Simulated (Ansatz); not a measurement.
Start from C in the diamond structure (space group Fd-3m, No. 227; a = 3.560 Å). Axes: x, y, z lie along the cube axes.

Computed with DFT with r2SCAN, PAW potentials and a 500 eV plane-wave cutoff in Ansatz (an electronic-structure program), spin-orbit coupling left out.

Strains are applied to the cell and any free atomic positions relax; under biaxial strain the out-of-plane vector relaxes too.

One change was made to it. Results:

The band gap shrinks by 0.05 eV, from 4.36 eV to 4.31 eV; the energy increases by 2.8 meV/atom; the valence-band top at Γ (three highest levels, from the VBM) goes from 0.00, 0.00, 0.00 eV to 0.00, -0.02, -0.03 eV.

**Question.** Which change produced these results?
A. uniaxial strain ε_zz = −4.26 %
B. biaxial strain +0.21 %, plane normal [110], relaxed out of plane
C. strain tensor (xx, yy, zz, yz, xz, xy) = (+0.05, −0.57, −0.80, −1.62, −0.08, −0.13) %
D. biaxial strain −3.51 %, plane normal [001], relaxed out of plane
E. tensor shear ε_xy = +0.83 %

**Answer.** E, tensor shear ε_xy = +0.83 %. For comparison, the energy relative to the base in the other runs: biaxial strain −3.51 %, plane normal [001], relaxed out of plane gives +56 meV/atom; biaxial strain +0.21 %, plane normal [110], relaxed out of plane gives +0.2 meV/atom; uniaxial strain ε_zz = −4.26 % gives +37 meV/atom; strain tensor (xx, yy, zz, yz, xz, xy) = (+0.05, −0.57, −0.80, −1.62, −0.08, −0.13) % gives +13 meV/atom.

A biaxial case was relaxed in a doubled cell and then solved in the primitive one. Semilocal Kohn–Sham gaps tend to fall short of experiment. No phonon test of stability was made.
